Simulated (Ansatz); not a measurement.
The reference is PdP₂ (space group C2/c, No. 15; a cell from a computed database, its experimental status unchecked).

```xyz
6
Lattice="3.3889 -2.9229 0.0000 3.3889 2.9229 0.0000 -3.1039 0.0000 4.9650" Properties=species:S:1:pos:R:3 pbc="T T T"
P      0.2467     0.7156     1.6632
P      3.4272    -0.7156     3.3018
P      4.9792     0.7156     0.8193
P     -1.3052    -0.7156     4.1457
Pd     0.1425    -1.4614     2.4825
Pd     1.6945     1.4614     0.0000
```

Cartesian axes are those of the cell as printed.

All numbers come from PBEsol (Ansatz, an electronic-structure program; PAW; 420 eV plane waves; no spin-orbit coupling).

One thing is altered: uniaxial stress, 3 GPa tension along x, with the cell and atoms free to relax against it.

### Question
Estimate the effect on the strain response.

### Answer
The strain response (xx, yy, zz) is (+3.83, −0.41, −1.50) %.

Stability under load was not tested beyond the relaxation.
